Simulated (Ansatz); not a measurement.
Ansatz (a first-principles code) is run on Ca2Si3Ag (Fmmm, 12 atoms in the cell), and the run fails. The aim is a self-consistent single point with DFT, PBEsol, plane waves, default PAW files made with PBE.

Cell that was meant: a = 8.3943 Å, b = 8.3102 Å, c = 5.9978 Å, α = 69.71°, β = 68.21°, γ = 42.08°.

Part of the input:

Ansatz 0.2 input:
```yaml
    - { symbol: Si, position: [0.324730, 0.836670, 0.675270] }
    - { symbol: Si, position: [0.161800, 0.161800, 0.838200] }
    - { symbol: Si, position: [0.838200, 0.838200, 0.161800] }
    - { symbol: Ag., position: [0.666680, 0.666680, 0.333320] }
    - { symbol: Ag, position: [0.333320, 0.333320, 0.666680] }
basis:
  ecutwfc: 420.0 eV
```

Output (repeated stretches shortened):

```
Error: YAML parse error: error: line 18 column 17: `Ag.` is not an element symbol (H … Og, case-exact)
  --> <input>:18:17
   |
16 |     - { symbol: Si, position: [0.161800, 0.161800, 0.838200] }
17 |     - { symbol: Si, position: [0.838200, 0.838200, 0.161800] }
18 |     - { symbol: Ag., position: [0.666680, 0.666680, 0.333320] }
   |                 ^ `Ag.` is not an element symbol (H … Og, case-exact)
19 |     - { symbol: Ag, position: [0.333320, 0.333320, 0.666680] }
20 | basis:
   |
```

Problem. Read the log: what does the program object to, and what is the fix?

Solution. The fault is a mistyped element symbol. The symbol names no element. To fix it, correct the symbol. The program stopped before any SCF iteration.

The sound input it was made from differs as follows (other fixes are possible):
```diff
-    - { symbol: Ag., position: [0.666680, 0.666680, 0.333320] }
+    - { symbol: Ag, position: [0.666680, 0.666680, 0.333320] }
```

With that input, the run converged in 7 iterations: free energy E − TS (on the zero of these files) -25954.5104 eV; Fermi level (on the code's own zero) 8.84 eV; pressure -1.93 GPa; largest force (vector length) 0.159 eV/Å (DFT, PBEsol, plane waves, default PAW files made with PBE).

On the sound input: the starting cell comes from a database of published, mostly measured structures (it also holds non-ambient and calculated ones), without a prior relaxation at this level. Ansatz's pressure includes its estimate of the finite-basis (Pulay) stress.
